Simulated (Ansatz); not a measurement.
The starting structures come from a database of crystals and need not be the phases stable at ambient conditions.

By PBEsol, the system below comes out a metal.

The ballistic (Sharvin) conductance counts the channels at the Fermi level: G/A = (e²/h) × channels of both spins per area.

Input:

```
Sn
1.0
    3.26257     0.00000     0.00000
   -1.63129     4.24115     0.00000
    1.63129     0.00000     4.15799
Sn
2
Cartesian
  2.44693   2.12057   2.07899
  0.00000   0.00000   0.00000
```

Space group of this cell: Fddd. The cell is strained (lengths across the current scaled by 1.02, ions clamped); by PBEsol its mean pressure is -3.2 GPa.

The current flows along the normal of the first two printed cell vectors. No spin-orbit coupling; the value is a mean over 0.1 eV about the Fermi level.

### Question
Give the ballistic conductance per area that PBEsol run with Ansatz (an electronic-structure program) yields.

### Answer
0.94 × 10¹⁵ S/m² for both spins.
